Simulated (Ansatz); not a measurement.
Several settings converged on ZnPt (P4/mmm, 2 atoms in the cell)

```
CELL_PARAMETERS angstrom
      2.84231     0.00000     0.00000
      0.00000     2.84231     0.00000
      0.00000     0.00000     3.48408
ATOMIC_POSITIONS crystal
  Zn 0.50000 0.50000 0.50000
  Pt 0.00000 0.00000 0.00000
```

Base method: LDA (PW92), default PAW files made with PBE (plane waves; Ansatz, a first-principles code).

Base settings: basis.ecutwfc = 30.9 Ry; kpoints.mp_grid.grid = 12 12 10; hamiltonian.xc = lda; hamiltonian.pseudopotentials = {kind: paw} (the program's default PAW files); scf.occupations.method = fermi_dirac; scf.occupations.width = 0.0073 Ry.

Core times come from one kind of shared machine, to one figure; runs under 30 s give none.

**Zone-centre phonons against the cutoff**

In this ladder: phonons.method = dfpt.

The mesh stays at the base's, so the ladder's end is converged at best in this setting alone.

Frequencies are those of the unrelaxed cell, without the LO-TO term of polar crystals.

Only quantities that move along the ladder and can be compared are tabulated.

```tsv
basis.ecutwfc	highest zone-centre frequency (cm⁻¹)	core time / last (rough)
15.4 Ry	116.6	0.3
18.4 Ry	132.5	0.4
21.7 Ry	200.7	0.4
26.1 Ry	192.4	0.5
30.9 Ry	191.0	0.6
37.1 Ry	190.8	0.7
46.3 Ry	190.8	1
```

Coarsest basis.ecutwfc that holds the highest zone-centre frequency within 1 cm⁻¹ of the last step, with all finer ones: 30.9 Ry; the step before is off by 1.7 cm⁻¹.

**The q mesh of the phonons**

In this ladder: kpoints.mp_grid.grid = 12 12 12; phonons.method = dfpt.

Only quantities that move along the ladder and can be compared are tabulated.

Thermal sums run over frequencies interpolated from this q mesh.

| phonons.qmesh | zero-point energy (meV/atom) | vibrational free energy at 300 K (meV/atom) | core time / last (rough) |
|---|---|---|---|
| 1 1 1 | 20.25 | -54.90 | 0.06 |
| 2 2 2 | 24.44 | -40.82 | 0.3 |
| 3 3 3 | 24.33 | -41.18 | 1 |

Coarsest phonons.qmesh that holds the vibrational free energy at 300 K within 2 meV/atom of the last step, with all finer ones: 2 2 2, at about 0.3 of the last step's time; the step before is off by 14 meV/atom.

Coarsest phonons.qmesh that holds the zero-point energy within 0.5 meV/atom of the last step, with all finer ones: 2 2 2, at about 0.3 of the last step's time; the step before is off by 4.1 meV/atom.

On the base run: the starting cell comes from a database of computed structures (which also holds hypothetical and non-ambient phases and stackings), without a prior relaxation at this level. Its lattice was rescaled by up to half a per cent. Spin polarisation is off. In the base run, with a pressure of about -7 GPa the cell is away from its equilibrium volume at this level.

Keys are those of Ansatz 0.2.
